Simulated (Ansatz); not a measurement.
**A computed series for BeSe: pressure series**

Take BeSe in the zinc blende structure (space group F-43m, No. 216; a = 5.082 Å) as the base.

Cell and atoms are relaxed at each pressure.

Computed with LDA in Ansatz (plane waves to 420 eV, PAW, no spin-orbit coupling).

```
P (GPa)  V (Å³/atom)
-------  -----------
-1.99         16.816
-0.99         16.602
0.90          16.230
2.10          16.014
4.51          15.619
9.00          14.989
15.00         14.301
22.50         13.606
30.00         13.038
```

**Question.** Fit a third-order Birch–Murnaghan equation of state.

**Answer.** Least squares on P(V) = (3B₀/2)[(V₀/V)^(7/3) − (V₀/V)^(5/3)]·[1 + (3/4)(B₀′ − 4)((V₀/V)^(2/3) − 1)] gives V₀ = 16.40 Å³/atom, B₀ = 84 GPa and B₀′ = 3.9.

Between the base and pressure 9 GPa the gap moves from 2.40 eV to 2.19 eV, a mean slope of -24 meV/GPa.

Load acts through the strain it causes; cell and atoms are relaxed under it. Whether these cells are dynamically stable was not tested. Competing high-pressure phases were not computed.

Ansatz is an electronic-structure program.
